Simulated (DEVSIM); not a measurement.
**illuminated Si n-on-p cell, one wavelength, with a back-surface field**

System: illuminated Si n-on-p cell, one wavelength, with a back-surface field, at 300 K.

| layer (left to right) | material | thickness (μm) | Nd (cm⁻³) | Na (cm⁻³) | τn (s) | τp (s) | absorption coefficient (cm⁻¹) |
|---|---|---|---|---|---|---|---|
| 1 | Si | 0.0580 | 5.4e17 | - | 2.4e-7 | 1.7e-6 | 25000 |
| 2 | Si | 64.0 | - | 2.6e15 | 2.4e-6 | 2.4e-6 | 25000 |
| 3 | Si | 0.170 | - | 7.1e18 | 2.4e-7 | 2.4e-6 | 25000 |

Left contact: ohmic, minority hole recombination velocity 5e6 cm/s. Right contact: ohmic, minority electron recombination velocity 40000 cm/s. Voltage is applied to the left contact. Recombination: SRH at mid-gap, radiative, Auger. Gap narrowing is on: ΔEg = 6.92 meV × (l + √(l² + 0.5)), l = ln(N/1.3e17 cm⁻³), shared equally by both band edges. Light enters at the left, 3.4e16 photons cm⁻² s⁻¹, one pass, no reflection. Mobility is constant in doping.

Constants are typed, rounded textbook-type inputs, not results; the design itself was drawn at random and stands for no fabricated device. Values at 300 K.

```tsv
parameter	Si
gap (eV)	1.124
affinity (eV)	4.05
permittivity	11.7
Nc (cm⁻³)	2.86e19
Nv (cm⁻³)	3.1e19
μn (cm²/Vs)	1417
μp (cm²/Vs)	470
B (cm³/s)	4.7e-15
Cn (cm⁶/s)	2.8e-31
Cp (cm⁶/s)	9.9e-32
```

Model (solved in DEVSIM): 1D drift-diffusion, Boltzmann statistics, complete ionisation; no tunnelling, impact ionisation, image-force lowering or self-heating.

* **Potential step across the device at zero bias**: 0.945 V
* **Dark forward voltage at 1 A/cm²**: 0.615 V
* **Dark forward voltage at 100 A/cm²**: 0.864 V
* **Short-circuit current**: 5.17 mA/cm²
* **Open-circuit voltage**: 0.452 V
* **Fill factor**: 0.79
* **Largest power**: 1.84 mW/cm²
* **Share of generated pairs collected at short circuit**: 0.949

Dark forward current:

(V (V), J (A/cm²)): (-0.05, -4.5e-9); (-0.15, -8.3e-8); (-0.25, -2.4e-6); (-0.30, -1.5e-5); (-0.40, -0.00069); (-0.50, -0.031); (-0.60, -0.74); (-0.65, -2.1); (-0.75, -14); (-0.85, -81); (-0.95, -310); (-1.00, -510); (-1.10, -1100); (-1.20, -2000)

Current under light (generator sign):

```
V (V)  J (mA/cm²)
-----  ----------
0.00         5.17
0.06         5.17
0.12         5.17
0.18         5.17
0.24         5.16
0.30         5.15
0.32         5.13
0.34         5.09
0.36         5.01
0.38         4.83
0.40         4.46
0.42         3.66
0.44         1.93
0.46        -1.79
```
